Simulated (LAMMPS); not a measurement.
MD of Cu (fcc) at zero pressure, 256 atoms, as a crystal; each row is its own run.

Method: classical MD, pair style bop, file AlCu.bop.table (LAMMPS).

```
T (K)  volume (Å³/atom)
-----  ----------------
200              11.853
610              11.931
810              11.968
1020             12.013
1220             12.060
1430             12.119
```

Task: Fit a straight line, y = a + b x, to these rows (x is the first column, y the second) and predict the run at x = 300.

Result: Least squares gives a = 11.803 and b = 0.0002133. At x = 300 the fit predicts 11.867 Å³/atom. The run itself gave 11.8731 ± 0.0003 Å³/atom, so the fit is 0.051 % low.

Caution (rows 1020; 1220; 1430): a run this short can hold a crystal over, or a liquid under, the potential's own melting point, which these runs don't give.

Caution (row 1430): this crystal lies over the measured melting point of 1358 K, so it is superheated or the potential melts high.
